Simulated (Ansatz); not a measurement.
The starting structures come from a database of crystals and need not be the phases stable at ambient conditions.

**Evanescent states of WS$_{2}$ (R3m, not sure to be the ambient phase, 3 atoms a cell, 17.4 Å³ an atom, 2 GPa at this level) along the normal of (110)**

These are r2SCAN (plane waves, PAW; Ansatz, a first-principles code) values and carry that method's errors.

The gap is the functional's own. No spin-orbit coupling. Mid-gap values are interpolated on the energy grid.

Energies count from the valence-band top; κ is the least over a 6×6 mesh across the current.

| E (eV) | κ (1/Å) | where |
|---|---|---|
| 0.04 | 0.070 | off Γ |
| 0.10 | 0.120 | off Γ |
| 0.17 | 0.155 | off Γ |
| 0.24 | 0.183 | off Γ |
| 0.32 | 0.196 | off Γ |
| 0.39 | 0.194 | off Γ |
| 0.46 | 0.191 | off Γ |
| 0.53 | 0.187 | off Γ |
| 0.59 | 0.183 | off Γ |
| 0.67 | 0.177 | off Γ |
| 0.73 | 0.170 | off Γ |
| 0.81 | 0.162 | off Γ |
| 0.88 | 0.139 | Γ |
| 0.94 | 0.099 | Γ |

Task: How thick must the barrier be to attenuate the transmission by 10^8 when the electrodes' Fermi level lies at 0.59 eV, and what attenuation does that film give at 0.17 eV?

Result: d = 8 ln 10 / (2 × 0.183) = 50.3 Å. At 0.17 eV it gives 8 × 0.155/0.183 = 6.8 decades.
